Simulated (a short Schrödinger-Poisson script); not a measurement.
Stack: MOS inversion layer, HfO2 on p-type Si(110), at 300 K.

From the gate side: 10.2 nm HfO2; 620 nm Si, acceptors 4.8e17 cm⁻³.

The device is made up for the run: typed textbook-type constants, with dimensions and the other settings drawn at random. HfO2: permittivity 22, conduction-band edge (eV) 1.55, gap (eV) 5.7, electron mass (mₑ) 0.2. Si: permittivity 11.7, conduction-band edge (eV) 0, gap (eV) 1.124, Nv at 300 K (cm⁻³) 3.1e19.

Channel valleys (confinement mass, in-plane density-of-states mass, number): Δ4 0.315, 0.324, 4; Δ2 0.19, 0.417, 2. At the gate the conduction-band edge of layer 1 lies 1.66 eV − eVg above the Fermi level of the channel; the field vanishes at the back. Gaps are held at their typed values at every temperature. Mesh 0.03 nm at interfaces.

From a short Schrödinger-Poisson script (our own, NumPy): 1D Poisson equation in equilibrium, electrons quantum, Hartree (BenDaniel-Duke, 12 states a valley, the channel's in-plane mass for all, wave functions ending at the dielectric), parabolic valleys, classical holes, full ionisation, no traps, pinning or gate leakage.

| Vg (V) | electrons (cm⁻²) | C (μF/cm²) | Δ4 E0 (meV from the Fermi level) | Δ2 E0 (meV from the Fermi level) |
|---|---|---|---|---|
| 0.2 | 2.43e9 | 0.202 | 230.9 | 253.1 |
| 0.25 | 1.22e10 | 0.241 | 188.9 | 211.6 |
| 0.3 | 5.50e10 | 0.395 | 149.9 | 173.0 |
| 0.35 | 1.82e11 | 0.686 | 118.7 | 142.4 |
| 0.4 | 4.13e11 | 0.941 | 97.2 | 121.6 |
| 0.45 | 7.18e11 | 1.10 | 82.5 | 107.7 |
| 0.5 | 1.07e12 | 1.20 | 71.8 | 97.8 |
| 0.55 | 1.44e12 | 1.26 | 63.6 | 90.4 |
| 0.6 | 1.84e12 | 1.31 | 56.8 | 84.5 |
| 0.65 | 2.25e12 | 1.34 | 51.2 | 79.7 |
| 0.7 | 2.67e12 | 1.37 | 46.3 | 75.7 |
| 0.75 | 3.10e12 | 1.39 | 42.0 | 72.2 |
| 0.8 | 3.53e12 | 1.41 | 38.1 | 69.2 |
| 0.85 | 3.98e12 | 1.42 | 34.6 | 66.5 |
| 0.9 | 4.42e12 | 1.44 | 31.4 | 64.1 |
| 0.95 | 4.87e12 | 1.45 | 28.4 | 62.0 |
| 1 | 5.32e12 | 1.46 | 25.6 | 60.0 |

Gate voltages with under 1e9 electrons/cm² are left out.

### Question
At Vg = 1 V the lowest Δ4 subband lies at 25.6 meV from the Fermi level. How many electrons does it hold, and what share of all?

### Answer
The two-dimensional density of states is g m/(πħ²) = 5.41e11 cm⁻² meV⁻¹ (both spins), kT = 25.9 meV, so n = D kT ln(1 + exp(−E/kT)) = 4.42e12 cm⁻², 0.83 of the 5.32e12 cm⁻² in all.

### Question
Compare the slope of the sheet density between 0.9 and 1 V with the geometric capacitance of the layers between gate and channel.

### Answer
q Δn/ΔV = 1.44 μF/cm²; ε0/Σ(t/ε) = 1.91 μF/cm². The ratio is 0.76: the channel acts as a further capacitance in series.
